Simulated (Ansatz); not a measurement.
The reference is PbO$_{2}$ in the rutile structure (space group P4_2/mnm, No. 136; a = 4.998 Å, c = 3.411 Å). Axes: x, y, z lie along a, b, c of the conventional cell.

All numbers come from Ansatz (a program for electronic structure), PBEsol, PAW, cutoff 420 eV, spin-orbit coupling left out.

Strains are applied to the cell and any free atomic positions relax.

One change was made to it. Results:

| quantity | base | after |
|---|---|---|
| pressure (mean of the normal stresses, compression positive) | 0.0 GPa | -2.8 GPa |
| energy relative to the base (free energy F) | 0 meV/atom | +3.6 meV/atom |

What was done to the base?
A) uniaxial strain ε_zz = +1.80 %
B) uniaxial strain ε_zz = +3.00 %
C) uniaxial strain ε_zz = +0.60 %

A, uniaxial strain ε_zz = +1.80 %. For comparison, the energy relative to the base in the other runs: uniaxial strain ε_zz = +0.60 % gives +0.4 meV/atom; uniaxial strain ε_zz = +3.00 % gives +9.7 meV/atom.

Whether these cells are dynamically stable was not tested. The final runs are not spin-polarised.
